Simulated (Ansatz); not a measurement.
The starting structures come from a database of crystals and need not be the phases stable at ambient conditions.

 Where the default PAW files enter, the runs use the earlier of Ansatz's two default sets.

Given:

```yaml
crystal:
  lattice:
    - [2.69349, 0.00000, 0.00000]
    - [0.00000, 5.98661, 0.00000]
    - [0.00000, 2.99330, 3.08310]
  atoms:
    - { symbol: Si, position: [0.50000, 0.50000, 0.00000] }
    - { symbol: Si, position: [0.00000, 0.00000, 0.00000] }
    - { symbol: O, position: [0.00000, 0.30684, 0.38632] }
    - { symbol: O, position: [0.00000, 0.69316, 0.61368] }
    - { symbol: O, position: [0.50000, 0.19316, 0.00000] }
    - { symbol: O, position: [0.50000, 0.80684, 0.00000] }
```

Space group of this cell: Cmmm. The cell is strained (lengths along the current scaled by 1.03, ions clamped); by r2SCAN its mean pressure is -17.0 GPa.

Transport runs along the normal of the first two printed cell vectors.

The gap is the functional's own, uncorrected, and κ follows it; spin-orbit coupling is left out. Mid-gap values are interpolated between the computed energies.

Compute, with r2SCAN (Ansatz, a quantum-chemistry and plane-wave program), the band gap and the smallest decay constant κ at mid-gap.

Gap 5.49 eV on a 12×10×10 mesh; κ = 0.387 1/Å, at the zone centre.
